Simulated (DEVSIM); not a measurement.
System: Co/SiO2/n-Ge capacitor, at 400 K.

Layer 1 from the left is SiO2, thickness (nm) 36.0. Layer 2 from the left is Ge, thickness (nm) 5200, Nd (cm⁻³) 1.3e16.

Metal gate on the left, work function 5 eV. Fixed charge at the semiconductor interface 3.4e11 cm⁻² (in units of +e); no interface traps.

This is a model device: material constants are rounded textbook-type values typed into the input, and sizes, dopings and lifetimes were drawn at random. Values at 300 K; Nc and Nv go as T^1.5, mobilities as T to minus their exponent, the gap by Varshni's rule with the affinity fixed.

SiO2: gap (eV) 9, affinity (eV) 0.9, permittivity 3.9. Ge: gap (eV) 0.664, affinity (eV) 4, permittivity 16, Nc (cm⁻³) 1.04e19, Nv (cm⁻³) 6e18, Varshni α (eV/K) 0.000477, Varshni β (K) 235.

Problem. Estimate by hand the flat-band voltage, the threshold voltage, and compare with a numerical solution.

Solution. 
- Flat-band voltage: C = 0.0959 μF/cm², work-function difference 0.755 V; VFB = φms − qNf/C = 0.19 V; numerical 0.19 V.
- Threshold voltage: φF = 0.077 V, depletion charge √(4εqNφF) = 3.01e-8 C/cm²; VT = VFB − 2φF − Qd/C = -0.28 V; numerical -0.28 V.

Model (solved in DEVSIM): 1D Poisson equation in equilibrium, Boltzmann statistics, complete ionisation; no quantum confinement or tunnelling. Metal contacts follow the ideal Schottky-Mott rule: no Fermi-level pinning, no interface dipoles.
